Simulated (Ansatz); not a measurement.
The starting structures come from a database of crystals and need not be the phases stable at ambient conditions.

 Where the default PAW files enter, the runs use the earlier of Ansatz's two default sets.

Given:

```xyz
4
Lattice="4.1433 0.0000 0.0000 0.0000 4.6982 0.0000 2.0716 0.0000 3.5882" Properties=species:S:1:pos:R:3 pbc="T T T"
Ca     0.0000     0.0004     0.0000
Al     4.1433     2.5506     2.3921
Si     2.0716     2.0395     1.1961
H      4.1433     4.3046     2.3921
```

Space group of this cell: P3m1. The cell is taken as given; by r2SCAN its mean pressure is -0.6 GPa.

Transport runs along the normal of the first two printed cell vectors, the (100) plane of the conventional cell.

The gap is the functional's own, uncorrected, and κ follows it; spin-orbit coupling is left out. Mid-gap values are interpolated between the computed energies.

Task: Predict the band gap and the smallest decay constant κ at mid-gap from r2SCAN (Ansatz, a quantum-chemistry and plane-wave program).

Result: Gap 0.60 eV on a 8×6×8 mesh; κ = 0.115 1/Å, at (0.500, 0.167) of the in-plane reciprocal vectors. At the zone centre, at the nearest computed energy, the slowest state has κ = 0.16 1/Å.
